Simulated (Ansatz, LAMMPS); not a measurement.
Si well of 12 atomic layers along [001] in random Si0.7Ge0.3, interfaces sharp

Cell 16.67 × 16.67 × 49.60 Å, Si513Ge135, 648 atoms. Prepared with Tersoff's 1989 multicomponent potential (SiCGe.tersoff) in LAMMPS: minimisation. 

Level of theory: PBE, support functions at accuracy medium on the grid of 370 eV (norm-conserving potentials; Ansatz, a program for electronic structure).

Basis: localised support functions (accuracy medium) on a full density matrix. k-points: zone centre alone; occupations: Fermi-Dirac, 0.010 eV; spin polarisation not allowed. No spin-orbit coupling.

| Quantity | Value |
|---|---|
| Kohn-Sham gap of the cell on its k-mesh | 0.40 eV |
| weight of the highest filled level on the well | 0.28 |
| weight of the lowest empty level on the well | 0.92 |
| coordination (neighbours within 2.858 Å) | 100.0 % 4-fold |
| Ge-Ge bonds, mean ± spread | 2.471 ± 0.007 Å |
| Ge-Si bonds, mean ± spread | 2.425 ± 0.007 Å |
| Si-Si bonds, mean ± spread | 2.382 ± 0.007 Å |
| bond angles, mean ± spread | 109.5° ± 1.1° |
| pressure | -0.84 GPa |
| cost of the final run | about 70 core-minutes (a rough figure), 16 SCF iterations, 13 GiB |
